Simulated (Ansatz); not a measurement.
Output of an Ansatz run (abridged):

```
WARN ansatz: RAYON_NUM_THREADS=1 ignored (pool sized by the plan → 1); use --threads N
Pseudopotentials: kind: paw
Pseudopotential: Re, paw, valence charge 15
Crystal: 1 atoms, lattice volume = 14.038 Å³
Basis set: ecut = 420.4159175005146 eV, 283 PW (Γ), exchange–correlation on 40×40×40 points (8 copies of the dense FFT grid, shifted against one another)
Bands: 12, of which v1, the nominal top of the filled ones, is band 8 counted from 1 (7 counted from 0)
Symmetry: 48 space group operations
Space group: Fm-3m (ITA 225), of the structure as read, at distance tolerance 2.4e-5 Å
k-points: 120 of 3375
PAW frozen core: Re, regenerated for the run's functional, and the local potential with it
Initial density: superposition of atomic densities (neutral atoms: chi_scale 0, normalization atom), corrected by the library's trained network
Initial wavefunctions: pseudopotential atomic-orbital guess
Eigensolver: davidson
Functional: x = pbesol(κ = 0.804, μ = 0.12345679012345678), c = pbesol(β = 0.046)
SCF iter   1: F=—  HF=-10737.150952 eV  |F-HF|=—  |Δ(HF+E_count)|=         —  Δρ=6.23e-3  dr2=1.05e-3  ethr=1.77e-3  ⟨swp⟩=5.0  Hψ=7235  notcnv=0
all-band conjugate gradients solve this SCF's bands
preconditioner: auto → none
SCF iter   2: F=—  HF=-10737.151421 eV  |F-HF|=—  |Δ(HF+E_count)|=   4.69e-4  S|Δr|=    0.00e0  Δρ=3.14e-3  dr2=2.66e-4  ethr=6.97e-6  ⟨swp⟩=1.8  Hψ=2683  notcnv=0
SCF iter   3: F=—  HF=-10737.151550 eV  |F-HF|=—  |Δ(HF+E_count)|=   1.29e-4  S|Δr|=    0.00e0  Δρ=2.98e-4  dr2=7.53e-6  ethr=1.78e-6  ⟨swp⟩=1.8  Hψ=1922  notcnv=0
SCF iter   4: F=—  HF=-10737.151544 eV  |F-HF|=—  |Δ(HF+E_count)|=   5.78e-6  S|Δr|=    0.00e0  Δρ=1.07e-4  dr2=7.02e-7  ethr=5.02e-8  ⟨swp⟩=2.8  Hψ=2350  notcnv=0
SCF iter   5: F=-10737.151544 eV  HF=-10737.151544 eV  |F-HF|=2.35e-8  |Δ(HF+E_count)|=   2.62e-7  S|Δr|=    0.00e0  Δρ=2.86e-5  dr2=4.44e-8  ethr=6.67e-10  ⟨swp⟩=5.4  Hψ=6653  notcnv=0
SCF 1 converged in 5 iterations: F = -10737.151544 eV  dr2 = 4.44e-8
SCF converged after 5 iterations
Stability not checked (fill_not_monotonic)
Free energy (F): -10737.151544 eV
Harris-Foulkes:  -10737.151544 eV  (|F-HF|=2.35e-8)
Internal energy: -10737.152630 eV  (E = F + TS)
E sigma→0 (E₀):  -10737.151906 eV
Entropy (-TS):   0.001086 eV (1.086 meV/atom)
Fermi energy:    25.390637 eV
--- Per-component energies (eV) ---
  E_band       = -54.803662
  E_kinetic    = 544.730923
  E_local      = -720.495774  (includes V_loc(G=0)·N_el)
  E_nonlocal   = 50.659238
  E_hartree    = 260.894337
  E_xc         = -402.503930
  E_vxc        = -305.645349  (∫ρ·V_xc dr)
  E_paw        = -8531.095189  (= ΣΔE_a)
  E_vpaw       = -145.845874  (= ΣTr[D̂ρ^β])
  E_aug_tail   = -0.000085  (compensation charges beyond the density's cutoff)
  E_ewald      = -1939.575410
  E_core_change = 0.233262  (= ΣΔE_core)
  E_smearing   = 0.001086  (= −TS)
  E_closure    = -0.000000  (closes the sum)
  Σ components = -10737.151544   (vs F -10737.151544, Δ=0.00e0)
--- Forces (eV/Å), atoms counted from 1 ---
  atom   1  Re    -0.00000000    -0.00000000    -0.00000000
  max |Σ_I F_I| component: 7.40e-32 eV/Å
--- Stress (GPa, compression-positive) ---
       16.869314      -0.000000       0.000000
       -0.000000      16.869314       0.000000
        0.000000       0.000000      16.869314
  P = ⅓ Tr σ = 16.8693 GPa (168.693 kbar)
  The stress holds the Pulay correction. Without it, at fixed plane waves, as pw.x and ABINIT print it: P = 16.7039 GPa
--- Band table (eV; the first three rows and the last of 120) ---
  k-point 0: bands = ["-54.5763", "-15.7712", "-15.7712", "-15.7712", "14.9663", "23.3787", "23.3787", "23.3787", "26.8094", "26.8094", "38.4383", "44.2316"]
  k-point 1: bands = ["-54.5700", "-15.8379", "-15.7796", "-15.7796", "15.1881", "23.2244", "23.4812", "23.4812", "26.7200", "26.7200", "38.8659", "43.3422"]
  k-point 2: bands = ["-54.5523", "-16.0242", "-15.8034", "-15.8034", "15.8126", "22.8610", "23.7277", "23.7277", "26.5521", "26.5521", "39.9239", "41.8824"]
  k-point 119: bands = ["-54.3832", "-16.7501", "-16.6855", "-16.2945", "20.1130", "21.6305", "22.4200", "25.6921", "30.2192", "35.3232", "36.5771", "37.6219"]
```

The structure:

```xyz
1
Lattice="0.0000 1.9147 1.9147 1.9147 0.0000 1.9147 1.9147 1.9147 0.0000" Properties=species:S:1:pos:R:3 pbc="T T T"
Re     0.0000     0.0000     0.0000
```

**Question.** Reconstruct the input of this run.

**Answer.** Other spellings and defaults could give the same log, and not every line can be read from it. The input that was run (DFT, PBEsol, plane waves, default PAW files made with PBE):

Ansatz 0.2 input:
```yaml
# Re
crystal:
  lattice:
    - [0.000000, 1.914670, 1.914670]
    - [1.914670, 0.000000, 1.914670]
    - [1.914670, 1.914670, 0.000000]
  atoms:
    - { symbol: Re, position: [0.000000, 0.000000, 0.000000] }
basis:
  ecutwfc: 30.9 Ry
kpoints:
  mp_grid: { grid: [15, 15, 15] }
hamiltonian:
  xc: pbesol
  pseudopotentials: { kind: paw }
scf:
  occupations: { method: cold, width: 0.0147 Ry }
output:
  forces: true
  eigenvalues: true
  stress: true
```

The starting cell was generated: these elements placed on a structure prototype, without a prior relaxation; it need not be a known phase or ordering of this composition. Its lattice was rescaled by a random factor within 2.5 % of one. Spin-orbit coupling is off. Spin polarisation is off. With a pressure of about 17 GPa the cell is away from its equilibrium volume at this level. Ansatz's pressure includes its estimate of the finite-basis (Pulay) stress.

Ansatz is a first-principles code.
